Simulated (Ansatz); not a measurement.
We consider TePt (model structure, P4/mmm, No. 123, 2 atoms in the cell), described by LDA (Ansatz, a quantum-chemistry and plane-wave program, PAW).

Run with plane-wave cutoff 520 eV, 18×18×14 k mesh (along the axes of the cell as run), Fermi–Dirac smearing 0.05 eV, scalar-relativistic PAW data made under PBE.

Cell (relaxed at this level):

```
CELL_PARAMETERS angstrom
      3.55921     0.00000     0.00000
      0.00000     3.55921     0.00000
      0.00000     0.00000     3.02473
ATOMIC_POSITIONS crystal
  Pt 0.00000 0.00000 0.00000
  Te 0.50000 0.50000 0.50000
```

### Question
Estimate the bulk modulus that the calculation returns.

### Answer

- bulk modulus: 157 GPa

The run finds no gap.

Note: the bulk modulus is −V dP/dV from two relaxed cells at ±2 % in volume; the relaxation could raise the start's symmetry but not lower it, so the cell can be a saddle point.

Spin–orbit coupling is not included; it can open a gap where bands touch, and shift volumes and moduli.

The computed numbers hold no vibrational or temperature effects.

A model structure was made by putting elements into a prototype or built by hand; it is no filed structure, need not be a known phase, and can be a saddle point held by its symmetry.
